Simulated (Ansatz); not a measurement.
Structures of equal composition on the (111)B surface of zinc-blende AlP (P plane on top): 2x2 P adatom at H3; 2x2 P adatom at T1. The slabs share one bottom face, and each structure is named by its start. These are constructed structures in small cells; real faces may alloy, dewet or reconstruct in larger ones, and not all known structures of the face are among them. Slabs of about 17 Å, Fermi-Dirac smearing of 0.025 eV. Bottom of the slabs: H caps. Relaxed from the named starts with such symmetry as they have, on meshes of like density; energies extrapolated to zero smearing; spin only where a row says so; no spin-orbit coupling, no U. Brackets mark spin-polarised runs, whose order is one that fits the cell. Where a second, spin-polarised start was run, the lower counts.

These are PBE (plane waves to 420 eV, PAW; Ansatz, a first-principles code) values and carry that method's errors.

Task: Put the candidates in order of energy per 1x1 cell, lowest first, for PBE.

Result: 2x2 P adatom at T1 (0.000 eV (1 Al–P, 2 P–P bonds formed), gap 1.05 eV on the mesh), 2x2 P adatom at H3 (0.081 eV, gap 0.59 eV on the mesh)
